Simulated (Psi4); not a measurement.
Psi4 1.11, B3LYP/def2-svpd, scf_type pk: Al(F)(OH)2 ([OH][Al]([OH])[F]), 6 atoms. The geometry is a generated start, not checked to be a minimum at this level.

```yaml
task: energy
method: b3lyp
basis: def2-svpd
memory: 7 GB
e_convergence: 1e-08
d_convergence: 1e-07
guess: auto, which took SAD (default)
diis_max_vecs: 10 (default)
scf_initial_accelerator: adiis (default)
dft_radial_points: 75 (default)
dft_spherical_points: 302 (default)
basis_functions: 109
grid_points: 131744
```

```xyz
6

Al    -0.2927    -0.1909    -0.0740
F     -1.5824    -1.2126    -0.1698
O     -0.4190     1.2023    -0.9325
H     -0.0377     2.0535    -1.0980
O      1.0278    -0.5945     0.8296
H      1.3040    -1.2578     1.4447
```

The reference run uses exact four-centre integrals (scf_type = pk). Single runs; times are not shown.

Settings tried, all else as in the reference:
- scf_type = dfdirj+snlink
- scf_type = cd, cholesky_tolerance = 0.001
- scf_type = dfdirj+cosx
- scf_type = cd, cholesky_tolerance = 1e-06
- scf_type = mem_df
- scf_type = cd, cholesky_tolerance = 0.01
- scf_type = dfdirj+link
- scf_type = dfdirj+cosx, cosx_radial_points_final = 50, cosx_spherical_points_final = 194
- scf_type = cd, cholesky_tolerance = 0.0001 (default)
- scf_type = dfdirj+cosx, cosx_radial_points_final = 25, cosx_spherical_points_final = 50
- scf_type = dfdirj+cosx, cosx_radial_points_final = 75, cosx_spherical_points_final = 302
- scf_type = cd, cholesky_tolerance = 1e-05

Which of these stay within 1.0 meV/atom in energy of the reference run?

Within it: scf_type = cd, cholesky_tolerance = 1e-06; scf_type = cd, cholesky_tolerance = 1e-05; scf_type = mem_df; scf_type = dfdirj+cosx, cosx_radial_points_final = 50, cosx_spherical_points_final = 194; scf_type = dfdirj+cosx, cosx_radial_points_final = 75, cosx_spherical_points_final = 302; scf_type = dfdirj+snlink; scf_type = dfdirj+link; scf_type = dfdirj+cosx. Outside: scf_type = cd, cholesky_tolerance = 0.0001 (default); scf_type = cd, cholesky_tolerance = 0.001; scf_type = cd, cholesky_tolerance = 0.01; scf_type = dfdirj+cosx, cosx_radial_points_final = 25, cosx_spherical_points_final = 50.

```
setting                                                                                   energy against the reference
----------------------------------------------------------------------------------------  ----------------------------
scf_type = cd, cholesky_tolerance = 1e-06                                                              −0.059 meV/atom
scf_type = cd, cholesky_tolerance = 1e-05                                                              −0.064 meV/atom
scf_type = mem_df                                                                                      −0.077 meV/atom
scf_type = dfdirj+cosx, cosx_radial_points_final = 50, cosx_spherical_points_final = 194                −0.27 meV/atom
scf_type = dfdirj+cosx, cosx_radial_points_final = 75, cosx_spherical_points_final = 302                −0.27 meV/atom
scf_type = dfdirj+snlink                                                                                −0.34 meV/atom
scf_type = dfdirj+link                                                                                  −0.34 meV/atom
scf_type = dfdirj+cosx                                                                                  −0.59 meV/atom
scf_type = cd, cholesky_tolerance = 0.0001 (default)                                                     −1.6 meV/atom
scf_type = cd, cholesky_tolerance = 0.001                                                                −2.6 meV/atom
scf_type = cd, cholesky_tolerance = 0.01                                                                 +5.1 meV/atom
scf_type = dfdirj+cosx, cosx_radial_points_final = 25, cosx_spherical_points_final = 50                  +7.8 meV/atom
```

Total energies are compared; such shifts often cancel in part in energy differences. The DFDIRJ builders fit J, which adds its shift to that of exchange. Psi4 runs the final COSX grid once, on the density of the start grid. Also tried and not ranked: scf_type = direct (same energy as a listed run). The tolerance is a choice made for this comparison.
